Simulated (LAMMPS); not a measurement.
LAMMPS 22 Jul 2025, classical MD, Vashishta (SiC.vashishta): SiC, 32768 atoms.

```text
units metal
atom_style atomic
read_data unit.data
replicate 16 16 16
pair_style vashishta
pair_coeff * * SiC.vashishta Si C
velocity all create 1600 4928 dist gaussian loop geom
fix 1 all nve
fix 2 all langevin 800 800 0.04 9876 zero yes
timestep 0.001
thermo 100
run 300
reset_timestep 0
write_restart start.rst
```

```text
read_restart start.rst
pair_style vashishta
pair_coeff * * SiC.vashishta Si C
neighbor 2.0 bin
neigh_modify every 1 delay 0 check yes
fix 1 all nve
timestep 0.001
thermo_style custom step temp pe etotal press
thermo_modify format float %.10g
thermo 100
group probe id 1:48
dump probe probe custom 1000000 forces.txt id fx fy fz
dump_modify probe sort id format float %.8g
run 300
```

box: 69.8 × 69.8 × 69.8 Å.

start: generated zinc blende lattice, warmed in an untimed run.

Compared values: energy and forces of the first step, drift over the run.

Machine: one whole node, Arm Neoverse V2, 96 cores on 1 socket, no SMT, 1 L3 cache group.

Each time is the median wall time of two to five repeats, run one at a time on the otherwise empty machine; start-up is included. Processes are pinned to neighbouring cores unless said otherwise. The build: PyPI wheel: MPICH, OPENMP and OPT packages; another build can shift the numbers. Scratch files lie in a memory file system. A preparatory run goes ahead and isn't timed.

Measured:

```tsv
cores	layout	wall time
2	2 ranks	26.4 s
8	8 ranks	6.84 s
16	16 ranks	3.54 s
32	32 ranks	1.88 s
48	48 ranks	1.36 s
```

Question: Fit T(p) = s + w/p to these times and predict the runs with 4 ranks and with 64 ranks. How well does the fit hold?

Answer: A fit of relative deviations gives s = 0.261 s and w = 52.4 core-seconds; it misses the rows shown by at most 1 %.

```
cores    layout     fit  measured  measured against fit
-----  --------  ------  --------  --------------------
4       4 ranks  13.4 s    13.4 s                  +0 %
64     64 ranks  1.08 s    1.09 s                  +1 %
```

Efficiency, counted from 2 cores, stays above one half up to 88 cores, the most tried. The shortest time, 0.94 s, comes at 88 cores. The share that grows most is that of set-up, start and exit outside the loop: from 1.2 % of the time on 2 cores to 31 % on 88. The largest part on 88 cores, pair forces (Pair), takes 26 s on 2 and 0.58 s there.
